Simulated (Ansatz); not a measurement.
The starting structures come from a database of crystals and need not be the phases stable at ambient conditions.

Tunnelling through a barrier is set by its complex band structure: the current falls as exp(−2κd) with the smallest κ.

Here is the system:

```
GaInZn3O6
1.0
    3.33698     0.00000     0.00000
    1.66849    14.07452     0.00000
    1.66849     0.19779     2.88313
Zn In Ga O
3 1 1 6
Cartesian
  1.66849   3.10580   0.75250
  5.00547  11.07545   2.13688
  5.00547   5.83904   2.49612
  1.66849  14.03670   0.00259
  1.66849   8.30859   0.39557
  5.00547   3.84702   2.63278
  1.66849  10.30481   0.25862
  1.66849   6.31236   0.53251
  5.00547   8.42363   2.31881
  5.00547  13.06327   2.00051
  1.66849   1.11798   0.88887
```

Space group of this cell: R3m. The cell is taken as given; by r2SCAN its mean pressure is -7.2 GPa.

Transport runs along the normal of the first two printed cell vectors, the (101) plane of the conventional cell.

The gap is the functional's own. No spin-orbit coupling. Mid-gap values are interpolated on the energy grid.

Problem. Give the band gap and the smallest decay constant κ at mid-gap that r2SCAN (Ansatz, an electronic-structure program) yields.

Solution. Gap 1.39 eV on a 10×10×10 mesh; κ = 0.151 1/Å, at the zone centre.
